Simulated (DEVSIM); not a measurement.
Device: abrupt In0.53Ga0.47As n-p junction, at 350 K.

Layer 1 from the left is In0.53Ga0.47As, thickness (μm) 0.740, Nd (cm⁻³) 9.3e15, τn (s) 1.2e-8, τp (s) 1.2e-8. Layer 2 from the left is In0.53Ga0.47As, thickness (μm) 1.20, Na (cm⁻³) 3.4e15, τn (s) 1.2e-8, τp (s) 1.2e-8.

Left contact: ohmic. Right contact: ohmic. Voltage is applied to the left contact. Recombination: SRH at mid-gap, radiative. Mobility is μmin + (μ − μmin)/(1 + (N/Nref)^α).

Constants are typed, rounded textbook-type inputs, not results; the design itself was drawn at random and stands for no fabricated device. Values at 300 K; Nc and Nv go as T^1.5, mobilities as T to minus their exponent, the gap by Varshni's rule with the affinity fixed.

In0.53Ga0.47As: gap (eV) 0.74, affinity (eV) 4.51, permittivity 13.9, Nc (cm⁻³) 2.1e17, Nv (cm⁻³) 7.7e18, μn (cm²/Vs) 12000, μp (cm²/Vs) 300, μn,min 300, μp,min 10, Nref,n 1.3e17, Nref,p 4.9e17, αn 0.48, αp 0.4, T exponent of μn 1.6, T exponent of μp 1.6, B (cm³/s) 9.6e-11, Varshni α (eV/K) 0.00035, Varshni β (K) 190.

Model (solved in DEVSIM): 1D drift-diffusion, Boltzmann statistics, complete ionisation; no tunnelling, impact ionisation, image-force lowering or self-heating.

Dark forward current:

| |V| (V) | |J| (A/cm²) |
|---|---|
| 0.05 | 0.05213 |
| 0.10 | 0.3131 |
| 0.15 | 1.626 |
| 0.20 | 8.181 |
| 0.25 | 39.85 |
| 0.30 | 176.5 |
| 0.35 | 625.3 |
| 0.40 | 1640 |
| 0.45 | 3345 |

Work out the local ideality factor n = ΔV / (kT/q · ln(J2/J1)) between the rows 0.15 and 0.20 V, 0.40 and 0.45 V.

kT/q = 30.16 mV. From 0.15 to 0.20 V: ln(8.181/1.626) = 1.616, n = 1.03, near the 1 of diffusion or emission over a barrier. From 0.40 to 0.45 V: ln(3345/1640) = 0.713, n = 2.33.

Estimate the current at 0.20 V from the Shockley equation with J0 = Σ q ni² D/(N L) coth(W/L), τ joining the SRH, radiative and Auger lifetimes that are on, and W taken as the whole layer.

ni² = 9.36e25 cm⁻⁶; holes in the n layer: μ = 196 cm²/Vs, D = 5.91 cm²/s, τ = 1.19e-8 s, L = 2.65 μm, W/L = 0.28, term 0.000132 A/cm²; electrons in the p layer: μ = 8020 cm²/Vs, D = 242 cm²/s, τ = 1.20e-8 s, L = 17.0 μm, W/L = 0.071, term 0.00891 A/cm². J0 = 0.00904 A/cm², and J = J0 exp(qV/kT) = 6.86 A/cm². The simulation gives 8.18 A/cm²; the estimate lies 16 % below. The estimate leaves out recombination in the depletion region and that region's share of W.
